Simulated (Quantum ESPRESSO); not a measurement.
A self-consistent single point of HfB₂ (P6/mmm, 3 atoms in the cell) with Quantum ESPRESSO.

Computed with PBE, PseudoDojo standard norm-conserving (PBE) pseudopotentials (plane waves; Quantum ESPRESSO).

The change in words: lattice scaled by 0.98. Reference geometry:
```yaml
crystal:
  lattice:
    - [3.13268, 0.00000, 0.00000]
    - [-1.56634, 2.71298, 0.00000]
    - [0.00000, 0.00000, 3.47921]
  atoms:
    - { symbol: Hf, position: [0.00000, 0.00000, 0.00000] }
    - { symbol: B, position: [0.33333, 0.66667, 0.50000] }
    - { symbol: B, position: [0.66667, 0.33333, 0.50000] }
```

Reference input (self-consistent single point, DFT, PBE, plane waves, PseudoDojo standard norm-conserving (PBE) pseudopotentials): ecutwfc = 80 Ry; occupations = smearing; smearing = fermi-dirac; degauss = 0.0036749 Ry; potentials = {Hf: Hf.upf, B: B.upf}; K_POINTS = automatic 8 8 7 0 0 0; conv_thr = 1e-09 Ry; mixing_beta = 0.4. This run's input differs from it in these lines:

```diff
@@ -10,4 +10,4 @@
  ibrav = 4
- A = 3.1326797333
- C = 3.4792100000
+ A = 3.0700257077
+ C = 3.4096260000
  nat = 3
@@ -28,4 +28,4 @@
 Hf    0.0000000000    0.0000000000    0.0000000000
-B     0.0000000000    3.4178597454    3.2873770150
-B     2.9599533661    1.7089298727    3.2873770150
+B     0.0000000000    3.3495020803    3.2216296637
+B     2.9007538916    1.6747510401    3.2216296637
 K_POINTS {automatic}
```

Output (repeated stretches shortened):

```
     Self-consistent Calculation

     iteration #  1     ecut=    80.00 Ry     beta= 0.40

     total energy              =    -124.74827469 Ry
     estimated scf accuracy    <       0.27639520 Ry

     iteration #  2     ecut=    80.00 Ry     beta= 0.40

     total energy              =    -124.79772594 Ry
     estimated scf accuracy    <       0.00713170 Ry

     iteration #  3     ecut=    80.00 Ry     beta= 0.40

     total energy              =    -124.80122890 Ry
     estimated scf accuracy    <       0.00294768 Ry

   [... 5 blocks of this kind left out ...]

     iteration #  9     ecut=    80.00 Ry     beta= 0.40

     total energy              =    -124.80226644 Ry
     estimated scf accuracy    <          2.8E-09 Ry

     iteration # 10     ecut=    80.00 Ry     beta= 0.40
     End of self-consistent calculation

     the Fermi energy is    17.8408 ev

!    total energy              =    -124.80226644 Ry
     estimated scf accuracy    <          1.3E-10 Ry
     smearing contrib. (-TS)   =      -0.00015460 Ry
     internal energy E=F+TS    =    -124.80211184 Ry

     convergence has been achieved in  10 iterations

     Forces acting on atoms (cartesian axes, Ry/au):

     atom    1 type  1   force =    -0.00000000    0.00000000    0.00000000
   [... zero for the other atoms too ...]

     Total force =     0.000000     Total SCF correction =     0.000000

          total   stress  (Ry/bohr**3)                   (kbar)     P=      208.94
   0.00148162   0.00000000   0.00000000          217.95        0.00        0.00
   0.00000000   0.00148162   0.00000000            0.00      217.95        0.00
   0.00000000   0.00000000   0.00129771            0.00        0.00      190.90

   JOB DONE.
```

The run converged in 10 iterations. Against the reference run the free energy rises by 41.8 meV/atom and the pressure goes from 3.00 to 20.89 GPa.

The starting cell comes from a database of computed structures (which also holds hypothetical and non-ambient phases and stackings), without a prior relaxation at this level. For this run, on top of that: lattice scaled by 0.98. With a pressure of about 21 GPa the cell is away from its equilibrium volume at this level.
